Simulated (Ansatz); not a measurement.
Pressure series in RbScS2O8

The reference is RbScS$_{2}$O$_{8}$ (space group P-3m1, No. 164; a = 5.2613 Å, c = 7.9807 Å; a cell from a computed database, its experimental status unchecked).

Cell and atoms are relaxed at each pressure.

Computed with r2SCAN, PAW, 500 eV (Ansatz, a program for electronic structure; scalar-relativistic without spin-orbit coupling).

Candidates:
(a) pressure 50 GPa
(b) pressure 15 GPa
(c) pressure −2 GPa
(d) pressure −1 GPa
(e) pressure 3 GPa

For the base:

The band gap is 4.75 eV.

Order them by band gap, highest first.

(a) pressure 50 GPa (5.24 eV), (b) pressure 15 GPa (5.01 eV), (e) pressure 3 GPa (4.79 eV), (d) pressure −1 GPa (4.74 eV), (c) pressure −2 GPa (4.70 eV)

From pressure 50 GPa on, the axis ratios lie over 15 % from the base's, so the cell there is far from its starting form. Load acts through the strain it causes; cell and atoms are relaxed under it. Stability against distortions was not tested. No other phases were tried under pressure. The base started in P321 and relaxed to P-3m1 at this level. All final runs are without spin polarisation.
